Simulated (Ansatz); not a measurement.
Band structure of SnAu (P6_3/mmc, 4 atoms in the cell).

```
CELL_PARAMETERS angstrom
      4.35623     0.00000     0.00000
     -2.17812     3.77261     0.00000
      0.00000     0.00000     5.58785
ATOMIC_POSITIONS crystal
  Sn 0.66667 0.33333 0.75000
  Sn 0.33333 0.66667 0.25000
  Au 0.00000 0.00000 0.50000
  Au 0.00000 0.00000 0.00000
```

Method: LDA (PW92), PAW files made with PBE (plane waves; Ansatz, a first-principles code).

Settings: kpoints.mp_grid.grid = 9 9 6; hamiltonian.xc = lda; hamiltonian.pseudopotentials = {kind: paw} (an earlier, softer set of the program's PAW files); scf.occupations.method = fermi_dirac; scf.occupations.width = 0.1 eV; kpoints.band_path.npoints = 8.

The starting cell comes from a database of computed structures (which also holds hypothetical and non-ambient phases and stackings), without a prior relaxation at this level. Its lattice was rescaled by a random factor within 2.5 % of one. Spin-orbit coupling is off.

Levels in eV from the Fermi level, bands 30 to 37:
```json
[
 {"point": "Γ", "30": "-3.68", "31": "-0.89", "32": "0.93", "33": "0.93", "34": "2.76", "35": "2.91", "36": "3.30", "37": "3.30"},
 {"point": "M", "30": "-3.67", "31": "-2.05", "32": "-1.76", "33": "-1.72", "34": "-1.25", "35": "0.72", "36": "3.70", "37": "4.72"},
 {"point": "K", "30": "-3.71", "31": "-3.71", "32": "-1.23", "33": "-0.12", "34": "-0.12", "35": "0.93", "36": "0.93", "37": "1.43"},
 {"point": "A", "30": "-4.68", "31": "-0.05", "32": "-0.05", "33": "2.55", "34": "2.55", "35": "2.55", "36": "2.55", "37": "4.57"},
 {"point": "L", "30": "-4.33", "31": "-3.80", "32": "-3.80", "33": "0.61", "34": "0.61", "35": "1.60", "36": "1.60", "37": "4.67"},
 {"point": "H", "30": "-4.58", "31": "-3.22", "32": "-3.22", "33": "-2.15", "34": "-2.15", "35": "4.89", "36": "4.89", "37": "5.77"}
]
```

Bands cross the Fermi level along this path, so the cell is metallic at this level.

Keys are those of Ansatz 0.2.
